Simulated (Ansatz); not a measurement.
Base system: CdTe in the zinc blende structure (space group F-43m, No. 216; a = 6.558 Å). Axes: x, y, z lie along the cube axes.

Method: Ansatz (a first-principles code) r2SCAN, scalar-relativistic without spin-orbit coupling.

A first run, uniaxial strain ε_xx = −0.70 %, gives secant values C11 ≈ 52 GPa and C12 ≈ 36 GPa from its stress. A second run applies biaxial strain −1.31 %, plane normal [001], relaxed out of plane.

Task: What does linear elasticity predict for −ε⊥/ε∥ in the second run, and what does the run give?

Result: Linear elasticity: 2 C12/C11 = 1.38. The run gives 1.32; any difference comes from nonlinear terms at these strains and numerical noise.

No phonon test of stability was made.
